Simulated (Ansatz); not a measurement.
The starting structures come from a database of crystals and need not be the phases stable at ambient conditions.

```yaml
crystal:
  lattice:
    - [3.22138, 0.00000, 0.00000]
    - [-1.61069, 2.78980, 0.00000]
    - [0.00000, 0.00000, 11.38010]
  atoms:
    - { symbol: Sc, position: [0.00000, 0.00000, 0.00000] }
    - { symbol: Sc, position: [0.00000, 0.00000, 0.50000] }
    - { symbol: Cu, position: [0.66667, 0.33333, 0.75000] }
    - { symbol: Cu, position: [0.33333, 0.66667, 0.25000] }
    - { symbol: O, position: [0.33333, 0.66667, 0.41034] }
    - { symbol: O, position: [0.66667, 0.33333, 0.58966] }
    - { symbol: O, position: [0.66667, 0.33333, 0.91034] }
    - { symbol: O, position: [0.33333, 0.66667, 0.08966] }
```

Space group of this cell: P6_3/mmc. The cell is taken as given; by r2SCAN its mean pressure is -0.9 GPa.

Transport runs along the normal of the first two printed cell vectors, the (001) plane of the conventional cell.

The gap is the functional's own. No spin-orbit coupling. Mid-gap values are interpolated on the energy grid.

Problem. Give the band gap and the smallest decay constant κ at mid-gap that Ansatz (a program for electronic structure) with r2SCAN yields.

Solution. Gap 2.57 eV on a 12×12×4 mesh; κ = 0.330 1/Å, at the zone centre.
